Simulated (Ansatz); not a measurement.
# Response to strain in Au

Start from Au in the fcc (Cu type) structure (space group Fm-3m, No. 225; a = 4.048 Å; relaxed with 0.1 eV smearing).

Strains are applied to the cell and any free atomic positions relax.

Calculations: LDA/PAW in Ansatz (a program for electronic structure), scalar-relativistic without spin-orbit coupling.

Candidates:
(a) isotropic strain +1.00 %
(b) isotropic strain −1.50 %
(c) isotropic strain +1.50 %
(d) isotropic strain −1.00 %
(e) isotropic strain −2.50 %

Notes on the quantities. energy relative to the base: free energy F.

**Question.** Order them by energy relative to the base, lowest first.

**Answer.** (a) isotropic strain +1.00 % (+8.6 meV/atom), (d) isotropic strain −1.00 % (+9.5 meV/atom), (c) isotropic strain +1.50 % (+19 meV/atom), (b) isotropic strain −1.50 % (+22 meV/atom), (e) isotropic strain −2.50 % (+64 meV/atom)

No phonon test of stability was made.
